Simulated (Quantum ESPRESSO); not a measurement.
**Converging the plane-wave cutoff: Cu (I4/mmm, 1 atom in the cell)**

```yaml
crystal:
  lattice:
    - [1.45508, -1.45508, 1.36632]
    - [1.45508, 1.45508, 1.36632]
    - [-1.45508, -1.45508, 1.36632]
  atoms:
    - { symbol: Cu, position: [0.00000, 0.00000, 0.00000] }
```

Computed with LDA (PZ), PSlibrary ultrasoft (LDA) pseudopotentials (plane waves; Quantum ESPRESSO).

Base settings: ecutwfc = 55 Ry; ecutrho = 330 Ry; occupations = smearing; smearing = gaussian; degauss = 0.0073499 Ry; potentials = {Cu: Cu.pz-dn-rrkjus_psl.1.0.0.UPF}; K_POINTS = automatic 10 10 10 0 0 0; conv_thr = 1e-11 Ry.

Moved along: ecutrho.

The second cell is the first with its lattice scaled by 0.98.

The mesh stays at the base's, so the ladder's end is converged at best in this setting alone.

Only quantities that move along the ladder and can be compared are tabulated.

The count of work is k-points × plane waves × bands × iterations; it is no time. 

The starting cell comes from a database of computed structures (which also holds hypothetical and non-ambient phases and stackings), without a prior relaxation at this level. Its lattice was rescaled by up to half a per cent. Spin polarisation is off. In the base run, with a pressure of about -10 GPa the cell is away from its equilibrium volume at this level.

Steps (ecutwfc): 19 Ry; 22 Ry; 25 Ry; 28 Ry; 30 Ry; 33 Ry; 38 Ry; 44 Ry; 50 Ry; 55 Ry; 61 Ry; 66 Ry; 74 Ry; 82 Ry; 96 Ry; 110 Ry; 132 Ry.

Question: What is the coarsest ecutwfc that holds the energy of the compressed cell less the first within 2 meV/atom of the last step, with all finer ones?

Answer: 33 Ry, at 0.11 of the last step's count of work; the step before is off by 3.9 meV/atom.

Question: What is the coarsest ecutwfc that holds the free energy within 2 meV/atom of the last step, with all finer ones?

Answer: 82 Ry; the step before is off by 3.8 meV/atom.

Question: What is the coarsest ecutwfc that holds the pressure within 0.5 GPa of the last step, with all finer ones?

Answer: 61 Ry, at 0.32 of the last step's count of work; the step before is off by 0.55 GPa.

```csv
ecutwfc,free energy less the last step's (meV/atom),energy of the compressed cell less the first (meV/atom),pressure (GPa),count of work / last
19 Ry,12716.78,-144.12,-715.29,0.078
22 Ry,4867.06,-40.56,-341.68,0.095
25 Ry,1671.31,-10.38,-152.43,0.085
28 Ry,514.83,-20.65,-63.25,0.090
30 Ry,226.35,-16.95,-34.13,0.10
33 Ry,87.01,-20.85,-15.10,0.11
38 Ry,63.28,-20.88,-9.84,0.14
44 Ry,46.00,-21.06,-11.53,0.20
50 Ry,19.38,-20.86,-11.10,0.23
55 Ry,8.67,-20.83,-10.11,0.28
61 Ry,6.08,-20.80,-9.57,0.32
66 Ry,5.88,-20.83,-9.61,0.36
74 Ry,3.82,-20.82,-9.78,0.43
82 Ry,1.60,-20.86,-9.69,0.49
96 Ry,0.89,-20.86,-9.56,0.62
110 Ry,0.45,-20.86,-9.60,0.76
132 Ry,0.00,-20.85,-9.55,1.0
```

The energy difference between the two cells stays within 1 meV/atom of the last step's from 33 Ry on, the total only from 96 Ry on: much of the error is common to both cells and cancels.

Two neighbours can agree and both be off: 61 Ry and 66 Ry differ by 0.20 meV/atom in the free energy, yet lie about 5.9 meV/atom from the last step.

At the lowest cutoff the pressure lies 706 GPa under the last step's, the usual sign of Pulay stress in an incomplete plane-wave basis.
